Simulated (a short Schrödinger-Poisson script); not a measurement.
**Gated Al0.4Ga0.6N/GaN polarisation-induced gas**

Structure: gated Al0.4Ga0.6N/GaN polarisation-induced gas, at 77 K.

| layer | material | thickness (nm) | Na (cm⁻³) |
|---|---|---|---|
| 1 | Al0.4Ga0.6N | 30 | - |
| 2 | GaN | 6000 | 1e15 |

Constants are typed, rounded textbook-type inputs, not results; the design itself was drawn at random and stands for no fabricated device. Al0.4Ga0.6N: permittivity 9.26, conduction-band edge (eV) 0.58, gap (eV) 4.258, electron mass (mₑ) 0.248, Nv at 300 K (cm⁻³) 4.6e19. GaN: permittivity 9.5, conduction-band edge (eV) 0, gap (eV) 3.43, Nv at 300 K (cm⁻³) 4.6e19.

Channel valleys (confinement mass, in-plane density-of-states mass, number): Γ 0.2, 0.2, 1. At the gate the conduction-band edge of layer 1 lies 1.36 eV − eVg above the Fermi level of the channel; the field vanishes at the back. Sheet of polarisation charge: +2e13 e/cm² at 30 nm from the gate. The barrier under the gate holds no holes. Gaps are held at their typed values at every temperature. Mesh 0.08 nm at interfaces.

From a short Schrödinger-Poisson script (our own, NumPy): 1D Poisson equation in equilibrium, electrons quantum, Hartree (BenDaniel-Duke, 40 states a valley, the channel's in-plane mass for all, wave functions free to enter the barrier), parabolic valleys, classical holes, full ionisation, no traps, pinning or gate leakage.

```
Vg (V)  electrons (cm⁻²)  in the channel layer  C (μF/cm²)  Γ E0 (meV)  Γ E1 (meV)
------  ----------------  --------------------  ----------  ----------  ----------
0.5              1.84e13               1.67e13       0.267      -192.9       -27.0
-0.9             1.61e13               1.49e13       0.266      -171.0       -21.1
-2.3             1.38e13               1.29e13       0.265      -148.5       -15.6
-3.7             1.15e13               1.09e13       0.264      -125.5       -10.3
-5.1             9.18e12               8.83e12       0.263      -102.1        -5.0
-6.5             6.89e12               6.70e12       0.261       -78.0         0.7
-7.9             4.61e12               4.53e12       0.259       -53.3         7.6
-9.3             2.36e12               2.33e12       0.256       -27.6        16.9
-10.7            1.71e11               1.71e11       0.232         6.9        32.8
```

Gate voltages with under 1e6 electrons/cm² are left out.

Subbands count from the Fermi level.
